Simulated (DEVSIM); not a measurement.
Device: abrupt Si n-p junction, at 300 K.

Layer 1 from the left is Si, thickness (μm) 0.540, Nd (cm⁻³) 1.9e17, τn (s) 1.6e-6, τp (s) 1.6e-6. Layer 2 from the left is Si, thickness (μm) 150, Na (cm⁻³) 1.5e15, τn (s) 1.6e-6, τp (s) 1.6e-6.

Left contact: ohmic. Right contact: ohmic. Voltage is applied to the left contact. Recombination: SRH at mid-gap, radiative, Auger. Mobility is μmin + (μ − μmin)/(1 + (N/Nref)^α).

Constants are typed, rounded textbook-type inputs, not results; the design itself was drawn at random and stands for no fabricated device. Values at 300 K.

Si: gap (eV) 1.124, affinity (eV) 4.05, permittivity 11.7, Nc (cm⁻³) 2.86e19, Nv (cm⁻³) 3.1e19, μn (cm²/Vs) 1417, μp (cm²/Vs) 470, μn,min 52, μp,min 45, Nref,n 9.7e16, Nref,p 2.2e17, αn 0.68, αp 0.72, B (cm³/s) 4.7e-15, Cn (cm⁶/s) 2.8e-31, Cp (cm⁶/s) 9.9e-32.

DEVSIM, 1D drift-diffusion, Boltzmann statistics, complete ionisation; no tunnelling, impact ionisation, image-force lowering or self-heating.

Problem. What does the simulation give for the potential step across the device at zero bias, the dark forward voltage at 1 A/cm², the largest field in the device at zero bias, the dark forward voltage at 100 A/cm²?

Solution. potential step across the device at zero bias 0.738 V; dark forward voltage at 1 A/cm² 0.659 V; largest field in the device at zero bias 28000 V/cm; dark forward voltage at 100 A/cm² 1.467 V.
